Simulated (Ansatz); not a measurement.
Consider NbAgO3 in the cubic perovskite structure (space group Pm-3m, No. 221; a = 3.950 Å; a cell from a computed database, its experimental status unchecked).

The values are results of PBEsol, PAW, 420 eV (Ansatz, a program for electronic structure; without spin-orbit coupling), not measurements.

Before the change:

```
Item                                   Result
----------------------------  ---------------
Gap character                 indirect, M → X
Gap between the host's bands          1.40 eV
```

It is then changed as follows: 0.185 electrons added to each cell, a density of 3.0×10^21 cm⁻³, with a uniform compensating background at fixed cell and a 300 K Fermi–Dirac width.

Task: What happens to the Fermi level from band edge, gap character and gap between the host's bands?

Result: The Fermi level relative to the doped band's edge (positive inside the band; to 0.05 eV) comes out as +0.35 eV; the gap character changes from indirect, M → X to indirect, M → Γ; the gap between the host's bands grows by 0.16 eV (1.40 eV → 1.56 eV).

Carriers are added with a uniform compensating background; total energy and stress of such cells depend on the potential's zero and are not compared; many-body gap narrowing is missing at this level. No phonon test of stability was made. Many cubic perovskites are stable only at high temperature; tilts and polar distortions were not tested.
